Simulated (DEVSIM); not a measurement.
Structure: GaAs p-n junction from an implanted or diffused profile, at 400 K.

| layer (left to right) | material | thickness (μm) | Nd (cm⁻³) | τn (s) | τp (s) |
|---|---|---|---|---|---|
| 1 | GaAs | 5.30 | 2.2e16 | 2.4e-8 | 2.4e-8 |

Added acceptor profile: 6.7e17 cm⁻³ × exp(−(x − 0 μm)²/(2·(0.22 μm)²)). Left contact: ohmic. Right contact: ohmic. Voltage is applied to the left contact. Recombination: SRH at mid-gap, radiative, Auger. Mobility is μmin + (μ − μmin)/(1 + (N/Nref)^α).

Constants are typed, rounded textbook-type inputs, not results; the design itself was drawn at random and stands for no fabricated device. Values at 300 K; Nc and Nv go as T^1.5, mobilities as T to minus their exponent, the gap by Varshni's rule with the affinity fixed.

```
parameter             GaAs
----------------  --------
gap (eV)             1.424
affinity (eV)         4.07
permittivity          12.9
Nc (cm⁻³)           4.7e17
Nv (cm⁻³)             9e18
μn (cm²/Vs)           8500
μp (cm²/Vs)            400
μn,min                 500
μp,min                  20
Nref,n                6e16
Nref,p              1.5e17
αn                    0.39
αp                    0.38
T exponent of μn       2.1
T exponent of μp       2.2
B (cm³/s)            2e-10
Cn (cm⁶/s)           1e-30
Cp (cm⁶/s)           1e-30
Varshni α (eV/K)  0.000541
Varshni β (K)          204
```

Simulated with DEVSIM: 1D drift-diffusion, Boltzmann statistics, complete ionisation; no tunnelling, impact ionisation, image-force lowering or self-heating.

The thickness of layer 1 was swept, all else fixed.

```csv
thickness of layer 1 (μm),dark forward voltage at 100 A/cm² (V),dark forward voltage at 1 A/cm² (V)
1.1,___,___
1.9,0.987,0.824
3.2,0.993,0.830
5.3,0.997,0.832
9,1.001,0.833
16,1.008,0.833
26,1.019,0.833
```

**Question.** Complete the blanks.

**Answer.** 
- 1.1, dark forward voltage at 100 A/cm² (V): 0.972
- 1.1, dark forward voltage at 1 A/cm² (V): 0.807
